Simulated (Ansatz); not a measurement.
# SiC under a change: biaxial strain −2.25 %, plane normal [001], relaxed out of plane

Base system: SiC (space group P6_3mc, No. 186; a = 3.058 Å, c = 10.012 Å). Axes: x lies along a and z along c of the hexagonal cell.

It is then changed as follows: compressive biaxial strain of 2.25 % in the plane normal to [001], as in epitaxy on a mismatched substrate; the out-of-plane cell vector and the atoms relax.

The values are results of LDA in Ansatz (plane waves to 420 eV, PAW, no spin-orbit coupling), not measurements. Γ-centred 12×12×4 mesh, Fermi–Dirac width 0.05 eV.

```json
[
 {"quantity": "volume per atom", "base": "10.14 Å³", "changed": "9.74 Å³", "shift": "-0.40 Å³"},
 {"quantity": "space group", "base": "P6_3mc (No. 186)", "changed": "P6_3mc (No. 186)", "shift": "–"},
 {"quantity": "shortest interatomic distance", "base": "1.871 Å", "changed": "1.841 Å", "shift": "-0.030 Å"},
 {"quantity": "band gap", "base": "2.18 eV", "changed": "1.98 eV", "shift": "-0.20 eV"},
 {"quantity": "gap character", "base": "indirect, Γ → M", "changed": "indirect, Γ → M", "shift": "–"},
 {"quantity": "smallest direct gap", "base": "3.31 eV", "changed": "3.21 eV", "shift": "-0.107 eV"},
 {"quantity": "width of the top valence band", "base": "2.48 eV", "changed": "2.77 eV", "shift": "+0.29 eV"},
 {"quantity": "valence-band top at Γ (three highest levels, from the VBM)", "base": "0.00, 0.00, -0.05 eV", "changed": "0.00, 0.00, -0.38 eV", "shift": "–"},
 {"quantity": "out-of-plane strain", "base": "–", "changed": "+0.51 %", "shift": "–"},
 {"quantity": "ratio −ε⊥/ε∥", "base": "–", "changed": "0.23", "shift": "–"},
 {"quantity": "mean in-plane stress (compression positive)", "base": "–", "changed": "+15.3 GPa", "shift": "–"}
]
```

Final structure (turned so that z lies along the plane normal):

```yaml
crystal:
  lattice:
    - [2.98964, 0.00000, 0.00000]
    - [1.49482, 2.58910, 0.00000]
    - [0.00000, 0.00000, 10.06271]
  atoms:
    - { symbol: Si, position: [0.00000, 0.00000, 0.49945] }
    - { symbol: Si, position: [0.00000, 0.00000, 0.99945] }
    - { symbol: Si, position: [0.33333, 0.33333, 0.24946] }
    - { symbol: Si, position: [0.66667, 0.66667, 0.74946] }
    - { symbol: C, position: [0.00000, 0.00000, 0.31362] }
    - { symbol: C, position: [0.00000, 0.00000, 0.81362] }
    - { symbol: C, position: [0.33333, 0.33333, 0.06309] }
    - { symbol: C, position: [0.66667, 0.66667, 0.56309] }
```

Stability against distortions was not tested.

Ansatz is a first-principles code.
